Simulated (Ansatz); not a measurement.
Contacts to Si (001, Si face)

Plane-wave PAW runs of Ansatz (a first-principles code) at PBE, 420 eV, without spin–orbit coupling and spin-polarised for magnetic metals alone: periodic stacks cut from bulk faces, the metal strained to the host, one local minimum each, barriers from the potential line-up. PBE gaps are too small, so electron and hole barriers sum to less than measured.

```tsv
metal face	host face	atoms; faces of host | metal; metal's strain (%)
(1) Al (001)	Si (001)	24; Si/Si | Al/Al; -4.3
(2) Cu (001)	Si (001)	54; Si/Si | Cu/Cu; -4.7
(3) Ni (001)	Si (001)	54; Si/Si | Ni/Ni; -1.7
(4) Rh (001)	Si (001)	24; Si/Si | Rh/Rh; +1.0
```

Task: Estimate the barriers, and say how widely the hole barrier spreads over these metals and faces.

Result: 
```tsv
metal face	host face	atoms; faces of host | metal; metal's strain (%)	hole barrier (eV)	electron barrier (eV)
(1) Al (001)	Si (001)	24; Si/Si | Al/Al; -4.3	0.27	0.34
(2) Cu (001)	Si (001)	54; Si/Si | Cu/Cu; -4.7	0.13	0.47
(3) Ni (001)	Si (001)	54; Si/Si | Ni/Ni; -1.7	0.15	0.46
(4) Rh (001)	Si (001)	24; Si/Si | Rh/Rh; +1.0	0.31	0.30
```

The hole barrier spans 0.18 eV, from 0.13 to 0.31 eV.
